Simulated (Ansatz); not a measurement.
SrHfN2 (model structure, started from the MgZrN2 type, I4₁/amd, No. 141, 8 atoms in the cell), treated with r²SCAN (Ansatz, a first-principles code, PAW).

Run with plane-wave cutoff 560 eV, 10×10×10 k mesh, Fermi–Dirac smearing 0.01 eV, scalar-relativistic PAW data made under PBE.

Cell (relaxed at this level):

HfSrN₂ is taken in the tetragonal space group I4₁/amd, origin choice 1 (No. 141), Pearson symbol tI16. Lattice parameters: a = 4.8658 Å, b = 4.8658 Å, c = 9.7893 Å, α = 90.00°, β = 90.00°, γ = 90.00°. Sr on 4b has 4 N at 2.450 Å and 2 N at 2.739 Å (octahedral). Hf on 4a sees 2 N at 2.155 Å and 4 N at 2.450 Å (octahedral). N on 8e is coordinated by 1 Hf at 2.155 Å and 2 Hf at 2.450 Å and 2 Sr at 2.450 Å and 1 Sr at 2.739 Å (octahedral). (Neighbours: up to the widest gap in distance over summed covalent radii, below 1.35, at either atom; cation-cation and far metal-metal contacts left out.)
(The calculation used a cell of 8 atoms; values per cell refer to that cell.)

Problem. Predict the band gap and bulk modulus.

Solution. 
* **band gap**: 0.32 eV (on the SCF k mesh)
* **bulk modulus**: 154 GPa

Note: the bulk modulus is −V dP/dV from two relaxed cells at ±2 % in volume; the relaxation could raise the start's symmetry but not lower it, so the cell can be a saddle point.

Spin–orbit coupling is not included.

Static lattice: no zero-point or thermal effects.

Computing time: about 17 core-minutes (a rough figure).

A model structure was made by putting elements into a prototype or built by hand; it is no filed structure, need not be a known phase, and can be a saddle point held by its symmetry.
